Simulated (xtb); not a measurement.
xtb 6.7.1, GFN2-xTB: C[Si](C)(C)c1cc[c]([Ge]([CH3])([CH3])[CH3])cc1, 36 atoms. The geometry is a generated start, not checked to be a minimum at this level.

```yaml
method: GFN2-xTB
"--acc": 1 (default)
"--etemp (K)": 300 (default)
detailed input (--input): "none: ANC optimiser, Lindh (1995) Hessian, microcycle=20, maxdispl=1.0, hlow=0.01 (default)"
basis_functions: 90
valence_electrons: 78
```

The structure is relaxed from this start with --opt LEVEL for the levels crude, sloppy, loose, lax, normal, tight, vtight, extreme, once each. Up to the end of the extreme run atoms move by at most 0.81 Å along an axis.

Q: Which level is enough to come within 20 meV of the tightest end point?

A: lax: 19 cycles against 44, ending 6.3 meV above.

| level | cycles | energy above the extreme run (meV) | gradient norm (eV/Å) |
|---|---|---|---|
| crude | 1 | 31 | 0.13 |
| sloppy | 1 | 31 | 0.13 |
| loose | 1 | 31 | 0.13 |
| lax | 19 | 6.3 | 0.11 |
| normal | 30 | 0.23 | 0.035 |
| tight | 34 | 0.063 | 0.014 |
| vtight | 44 | under 0.01 | 0.0025 |
| extreme | 44 | — | 0.0025 |
